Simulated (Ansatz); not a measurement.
# Element substitutions in Nb

The parent structure is Nb in the bcc (W type) structure (space group Im-3m, No. 229).

```cif
data_Nb
_chemical_formula_sum 'Nb1'
_space_group_name_H-M_alt 'P 1'
_space_group_IT_number 1
_cell_length_a 2.83300
_cell_length_b 2.83300
_cell_length_c 2.83300
_cell_angle_alpha 109.471
_cell_angle_beta 109.471
_cell_angle_gamma 109.471
loop_
_space_group_symop_operation_xyz
  'x, y, z'
loop_
_atom_site_label
_atom_site_type_symbol
_atom_site_fract_x
_atom_site_fract_y
_atom_site_fract_z
_atom_site_occupancy
Nb1 Nb 0.00000 0.00000 0.00000 1
```

Each row replaces one element on all its sites; cell and atoms are relaxed.

Levels (all Ansatz, a program for electronic structure, PAW): PBEsol (420 eV, without spin-orbit coupling); r2SCAN (500 eV, scalar-relativistic without spin-orbit coupling).

Pressures by level, all at the geometries relaxed with PBEsol:

```
case      PBEsol   r2SCAN
-------  -------  -------
base     0.0 GPa  5.3 GPa
Nb → Ta  0.0 GPa      [?]
Nb → Mo  0.0 GPa  5.7 GPa
Nb → Zr  0.0 GPa      [?]
```

Q: Some entries are withheld; estimate them.

A: 
- Nb → Ta, r2SCAN: 4.4 GPa
- Nb → Zr, r2SCAN: 4.9 GPa

Single points use the geometry relaxed with PBEsol. Their cutoffs differ, which shifts pressures a little. Whether these cells are dynamically stable was not tested. All final runs are without spin polarisation. This is not the structure that Zr has at room temperature and ambient pressure.
